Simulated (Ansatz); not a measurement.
Levels about the gap of amorphous In₁₂Sn₆Zn₆O₃₆ (60 atoms in a cell of 809 Å³, 6.27 g/cm³; zone centre alone, so wide bands show as single levels with stretches between that a denser mesh fills), at the geometry that PBE relaxed, where it gives 0.0 GPa on a denser mesh. The participation number counts the atoms over which a state spreads; weights are charges in smoothed Voronoi cells. The levels come from a single point, so bond lengths are those of that geometry. Method of the levels: r2SCAN, scalar-relativistic without spin-orbit coupling (Ansatz, a program for electronic structure). Sampling: the zone centre alone; Fermi-Dirac width 0.02 eV; no spin polarisation.

The cell was made by melting and quenching with the CHGNet potential and then relaxed with DFT. O atoms were pushed apart under 1.9 Å during the dynamics, to hinder bonds among them. The hot cell started wider than the set density and was brought back towards it in steps. It is the lowest in DFT energy of 2 quenches. It is a model cell: composition and starting density were chosen by hand, and all elements were melted together. No dispersion term was used. Its density started from a set value of 6.31 and ended at 6.27 g/cm³. Cooling (nominally 150 K/ps over its main leg) ran many orders faster than in experiment, which tends to leave more defects and strain. A cell of this size samples the disorder only roughly. The volume was free in the relaxation, at fixed shape. Stress components on the final sampling reach 2.4 GPa. On a 2×2×2 Γ-centred mesh force components of up to 0.18 eV/Å stay, since the relaxation ran on the zone centre alone.

```json
[
 {"E - E(highest filled), eV": "-0.48", "filling": "filled", "participation number": "21.1", "largest on": "O, 3 neighbours", "weight O": "0.91", "weight In": "0.03", "weight Sn": "0.01", "weight Zn": "0.05"},
 {"E - E(highest filled), eV": "-0.40", "filling": "filled", "participation number": "15.7", "largest on": "O, 3 neighbours", "weight O": "0.85", "weight In": "0.02", "weight Sn": "0.01", "weight Zn": "0.12"},
 {"E - E(highest filled), eV": "-0.35", "filling": "filled", "participation number": "6.2", "largest on": "O, 3 neighbours", "weight O": "0.93", "weight In": "0.03", "weight Sn": "0.01", "weight Zn": "0.02"},
 {"E - E(highest filled), eV": "-0.33", "filling": "filled", "participation number": "9.9", "largest on": "O, 3 neighbours", "weight O": "0.88", "weight In": "0.02", "weight Sn": "0.01", "weight Zn": "0.09"},
 {"E - E(highest filled), eV": "-0.25", "filling": "filled", "participation number": "11.3", "largest on": "O, 3 neighbours", "weight O": "0.85", "weight In": "0.03", "weight Sn": "0.01", "weight Zn": "0.11"},
 {"E - E(highest filled), eV": "-0.20", "filling": "filled", "participation number": "15.4", "largest on": "O, 4 neighbours", "weight O": "0.86", "weight In": "0.02", "weight Sn": "0.01", "weight Zn": "0.11"},
 {"E - E(highest filled), eV": "0.00", "filling": "filled", "participation number": "10.0", "largest on": "O, 4 neighbours", "weight O": "0.77", "weight In": "0.03", "weight Sn": "0.01", "weight Zn": "0.19"},
 {"E - E(highest filled), eV": "0.79", "filling": "empty", "participation number": "55.9", "largest on": "In, 5 neighbours", "weight O": "0.55", "weight In": "0.25", "weight Sn": "0.11", "weight Zn": "0.09"},
 {"E - E(highest filled), eV": "3.60", "filling": "empty", "participation number": "30.6", "largest on": "Sn, 6 neighbours", "weight O": "0.59", "weight In": "0.23", "weight Sn": "0.15", "weight Zn": "0.03"},
 {"E - E(highest filled), eV": "3.67", "filling": "empty", "participation number": "23.0", "largest on": "In, 5 neighbours", "weight O": "0.59", "weight In": "0.27", "weight Sn": "0.12", "weight Zn": "0.03"},
 {"E - E(highest filled), eV": "3.86", "filling": "empty", "participation number": "25.3", "largest on": "In, 5 neighbours", "weight O": "0.57", "weight In": "0.36", "weight Sn": "0.05", "weight Zn": "0.02"},
 {"E - E(highest filled), eV": "3.93", "filling": "empty", "participation number": "37.2", "largest on": "In, 5 neighbours", "weight O": "0.58", "weight In": "0.24", "weight Sn": "0.11", "weight Zn": "0.06"},
 {"E - E(highest filled), eV": "4.13", "filling": "empty", "participation number": "34.6", "largest on": "In, 5 neighbours", "weight O": "0.60", "weight In": "0.16", "weight Sn": "0.21", "weight Zn": "0.03"},
 {"E - E(highest filled), eV": "4.28", "filling": "empty", "participation number": "32.8", "largest on": "In, 5 neighbours", "weight O": "0.57", "weight In": "0.33", "weight Sn": "0.04", "weight Zn": "0.06"}
]
```

Most localised among these is the filled level at -0.35 eV, on a O atom, which has 3 neighbours (Sn 2.03 Å, In 2.15 Å, In 2.20 Å).
